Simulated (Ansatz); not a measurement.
**CdS under a change: pressure 4.5 GPa**

The reference is CdS in the wurtzite structure (space group P6_3mc, No. 186; a = 4.074 Å, c = 6.637 Å).

One thing is altered: cell and atoms relaxed at a pressure of 4.5 GPa.

Calculations: LDA (Ansatz, a first-principles code), spin-orbit coupling left out. Γ-centred 9×9×5 mesh, Fermi–Dirac width 0.05 eV.

The volume per atom decreases by 1.34 Å³ to 22.51 Å³ and the density rises by 0.30 g/cm³ to 5.33 g/cm³. The c/a ratio grows by 0.002 to 1.631 and the shortest interatomic distance falls by 0.0895 bohr, from 4.708 bohr to 4.619 bohr. The enthalpy H = E + PV relative to the base's energy comes out as +0.65 eV/atom and the band gap grows by 0.12 eV (1.03 eV → 1.15 eV). The gap character is still direct at Γ and the mean gap deformation potential ΔEg/Δln V amounts to -2.1 eV. The width of the top valence band rises by 0.195 eV, from 1.87 eV to 2.06 eV and the electron mass goes from 0.11 mₑ along c, 0.11 mₑ across (at Γ) to 0.12 mₑ along c, 0.12 mₑ across (at Γ). The valence-band top at Γ (three highest levels, from the VBM) becomes 0.00, 0.00, -0.08 eV (base: 0.00, 0.00, -0.06 eV).

Final structure:

```
CELL_PARAMETERS angstrom
      3.99434     0.00000     0.00000
     -1.99717     3.45920     0.00000
      0.00000     0.00000     6.51529
ATOMIC_POSITIONS crystal
  Cd 0.33333 0.66667 0.00063
  Cd 0.66667 0.33333 0.50063
  S  0.33333 0.66667 0.37637
  S  0.66667 0.33333 0.87637
```

Load acts through the strain it causes; cell and atoms are relaxed under it. Effective masses come from finite differences of ±0.01 Å⁻¹. Whether these cells are dynamically stable was not tested. Measured, CdS leaves this structure (for rock salt) near 2.54 GPa (temperature not stated; as listed in Datta, Sujoy, Jana, Debnarayan, arXiv (2020)), on rising pressure, with hysteresis.
